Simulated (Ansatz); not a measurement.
**InSe, pressure series**

Take InSe in the beta-GaS type structure (space group P6_3/mmc, No. 194; layered, stacked along the Cartesian z axis) as the base.

```xyz
8
Lattice="4.0321 0.0000 0.0000 -2.0160 3.4919 0.0000 0.0000 0.0000 16.7641" Properties=species:S:1:pos:R:3 pbc="T T T"
In     0.0000     2.3279    11.1762
In     2.0160     1.1640     2.7942
In     2.0160     1.1640     5.5879
In     0.0000     2.3279    13.9699
Se     0.0000     2.3279     1.5074
Se     2.0160     1.1640     9.8895
Se     2.0160     1.1640    15.2567
Se     0.0000     2.3279     6.8746
```

Cell and atoms are relaxed at each pressure.

Level of theory: PBE-D3(BJ) (Ansatz, a quantum-chemistry and plane-wave program; PAW; 420 eV plane waves; no SOC).

Notes on the quantities. enthalpy: H = E + PV relative to the base's energy.

```csv
case,electron mass,volume per atom,width of the top valence band,enthalpy
base,"0.042 mₑ along c, 0.11 mₑ across (at Γ)",29.50 Å³,1.71 eV,–
pressure −1 GPa,"0.057 mₑ along c, 0.12 mₑ across (at Γ)",31.10 Å³,1.61 eV,-0.19 eV/atom
pressure 0.3 GPa,"0.042 mₑ along c, 0.11 mₑ across (at Γ)",29.17 Å³,(withheld),+0.05 eV/atom
pressure 0.7 GPa,"0.042 mₑ along c, 0.11 mₑ across (at Γ)",(withheld),1.76 eV,+0.13 eV/atom
pressure 3 GPa,"0.052 mₑ along c, 0.11 mₑ across (at Γ)",27.12 Å³,1.85 eV,+0.53 eV/atom
pressure 7.5 GPa,"0.34 mₑ along c, 0.38 mₑ across (at K)",24.99 Å³,1.89 eV,+1.26 eV/atom
pressure 10 GPa,"0.32 mₑ along c, 0.36 mₑ across (at K)",24.11 Å³,1.97 eV,+1.64 eV/atom
```

Question: Some entries are withheld; estimate them.

Answer: 
- pressure 0.3 GPa, width of the top valence band: 1.73 eV
- pressure 0.7 GPa, volume per atom: 28.78 Å³

The levels and masses belong to the bands next to the band gap. Load acts through the strain it causes; cell and atoms are relaxed under it. Masses are band curvatures over ±0.01 Å⁻¹ around the edge. Stability against distortions was not tested. Competing high-pressure phases were not computed.
